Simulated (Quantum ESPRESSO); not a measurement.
A self-consistent single point of Nb6SnGe (P1, 8 atoms in the cell) with Quantum ESPRESSO.

Computed with PBEsol, GBRV 1.5 ultrasoft (PBESOL) pseudopotentials (plane waves; Quantum ESPRESSO 7.5).

The change in words: atoms moved at random. Reference geometry:
```yaml
crystal:
  lattice:
    - [5.25768, 0.00000, 0.00000]
    - [0.00000, 5.25768, 0.00000]
    - [0.00000, 0.00000, 5.25768]
  atoms:
    - { symbol: Nb, position: [0.00000, 0.50000, 0.74219] }
    - { symbol: Nb, position: [0.00000, 0.50000, 0.25781] }
    - { symbol: Nb, position: [0.74219, 0.00000, 0.50000] }
    - { symbol: Nb, position: [0.25781, 0.00000, 0.50000] }
    - { symbol: Nb, position: [0.50000, 0.74219, 0.00000] }
    - { symbol: Nb, position: [0.50000, 0.25781, 0.00000] }
    - { symbol: Sn, position: [0.00000, 0.00000, 0.00000] }
    - { symbol: Ge, position: [0.50000, 0.50000, 0.50000] }
```

Reference input (self-consistent single point, DFT, PBEsol, plane waves, GBRV 1.5 ultrasoft (PBESOL) pseudopotentials): ecutwfc = 50 Ry; ecutrho = 400 Ry; occupations = smearing; smearing = gauss; degauss = 0.0073499 Ry; K_POINTS = automatic 4 4 4 0 0 0; conv_thr = 1e-11 Ry; mixing_beta = 0.7. This run's input differs from it in these lines:

```diff
@@ -31,10 +31,10 @@
 ATOMIC_POSITIONS {angstrom}
-Nb    0.000000000    2.628840000    3.902197519
-Nb    0.000000000    2.628840000    1.355482481
-Nb    3.902197519    0.000000000    2.628840000
-Nb    1.355482481    0.000000000    2.628840000
-Nb    2.628840000    3.902197519    0.000000000
-Nb    2.628840000    1.355482481    0.000000000
-Sn    0.000000000    0.000000000    0.000000000
-Ge    2.628840000    2.628840000    2.628840000
+Nb   -0.011651019    2.673924606    3.953806906
+Nb    0.071409810    2.611132134    1.359073476
+Nb    3.876072107   -0.008249300    2.674865731
+Nb    1.325487416   -0.033107611    2.622168004
+Nb    2.649686701    3.919679305    0.017855081
+Nb    2.496614606    1.372023142   -0.065473889
+Sn    0.028733221    0.067140574   -0.026298915
+Ge    2.707841900    2.541651893    2.608203606
 K_POINTS {automatic}
```

Output (repeated stretches shortened):

```
     Self-consistent Calculation

     iteration #  1     ecut=    50.00 Ry     beta= 0.70

     total energy              =   -1079.38433142 Ry
     estimated scf accuracy    <       1.23981080 Ry

     iteration #  2     ecut=    50.00 Ry     beta= 0.70

     total energy              =   -1079.54529171 Ry
     estimated scf accuracy    <       0.85334745 Ry

     iteration #  3     ecut=    50.00 Ry     beta= 0.70

     total energy              =   -1079.66686465 Ry
     estimated scf accuracy    <       0.75080309 Ry

   [... 18 blocks of this kind left out ...]

     iteration # 22     ecut=    50.00 Ry     beta= 0.70

     total energy              =   -1079.80715812 Ry
     estimated scf accuracy    <          7.6E-11 Ry

     iteration # 23     ecut=    50.00 Ry     beta= 0.70
     End of self-consistent calculation

     the Fermi energy is    16.8314 ev

!    total energy              =   -1079.80715812 Ry
     estimated scf accuracy    <          7.9E-12 Ry
     smearing contrib. (-TS)   =      -0.00352283 Ry
     internal energy E=F+TS    =   -1079.80363529 Ry

     convergence has been achieved in  23 iterations

     Forces acting on atoms (cartesian axes, Ry/au):

     atom    1 type  1   force =    -0.00678649   -0.00181506   -0.01416741
     atom    2 type  1   force =    -0.01001053    0.01405964    0.00368307
     atom    3 type  1   force =     0.00469380   -0.00174559   -0.01825995
     atom    4 type  1   force =     0.00621052    0.00100573   -0.00120215
     atom    5 type  1   force =     0.00407739    0.00171600    0.00513026
   [... lines left out ...]

     Total force =     0.077651     Total SCF correction =     0.000006

          total   stress  (Ry/bohr**3)                   (kbar)     P=      -73.95
  -0.00049774   0.00005816   0.00002655          -73.22        8.56        3.91
   0.00005816  -0.00047500   0.00000440            8.56      -69.88        0.65
   0.00002655   0.00000440  -0.00053527            3.91        0.65      -78.74

   JOB DONE.
```

The run converged in 23 iterations. Against the reference run the free energy goes up by 26.0 meV/atom, the pressure goes from -8.23 to -7.39 GPa and the largest force goes from 0.119 to 1.248 eV/Å.

The starting cell comes from a database of computed structures (which also holds hypothetical and non-ambient phases and stackings), without a prior relaxation at this level. For this run, on top of that: atoms moved at random. Spin polarisation is off. With a pressure of about -7 GPa the cell is away from its equilibrium volume at this level. Forces in this geometry exceed 1 eV/Å.

Cost on one core of a shared machine: roughly 5 min.
